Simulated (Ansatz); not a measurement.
End structure of Li on the 1x1 (0001) surface of hcp Ru, one in a 2x2 cell, started at the site 'hollow Ru-Ru-Ru over Ru at depth 2.1 Å':

```
CELL_PARAMETERS angstrom
      5.44280     0.00000     0.00000
     -2.72140     4.71360     0.00000
      0.00000     0.00000    25.50000
ATOMIC_POSITIONS crystal
  Ru 0.33333 0.16667 0.37633
  Ru 0.33333 0.66667 0.37633
  Ru 0.83333 0.16667 0.37633
  Ru 0.83333 0.66667 0.37633
  Ru 0.16667 0.33333 0.45766
  Ru 0.16667 0.83333 0.45766
  Ru 0.66667 0.33333 0.45766
  Ru 0.66667 0.83333 0.45766
  Ru 0.33333 0.16667 0.54270
  Ru 0.33445 0.66723 0.54181
  Ru 0.83277 0.16555 0.54181
  Ru 0.83277 0.66723 0.54181
  Ru 0.16310 0.33690 0.62376
  Ru 0.16310 0.82621 0.62376
  Ru 0.67379 0.33690 0.62376
  Ru 0.66667 0.83333 0.62452
  Li 0.33333 0.16667 0.70857
```

Slab: 17 atoms, 6.3 Å thick at the start under the adsorbate (thin: gaps and levels are the slab's own); k 6x6x1, smearing 0.1 eV, dipole-corrected; 8 atoms held, the rest relaxed; start symmetry kept, larger cells not searched; no spin, no spin-orbit, no U, no dispersion correction. At the end it is bonded to 3 Ru. In PBE it is, or lies within 0.03 eV of, the lowest of the starts that converged.

A negative adsorption energy means that the adsorbate is more stable on the surface than in its reference.

Q: Estimate the change of the work function that PBE in Ansatz (a program for electronic structure) returns for this input.

A: -2.61 eV

Q: Estimate the adsorption energy against an atom of bcc Li that PBE returns for this input.

A: -0.87 eV

Q: What is the computed work function of the top face (PBE)?

A: 2.39 eV

Q: What is the computed change of the step from the bottom to the top vacuum level, against the clean slab (PBE)?

A: -2.63 eV
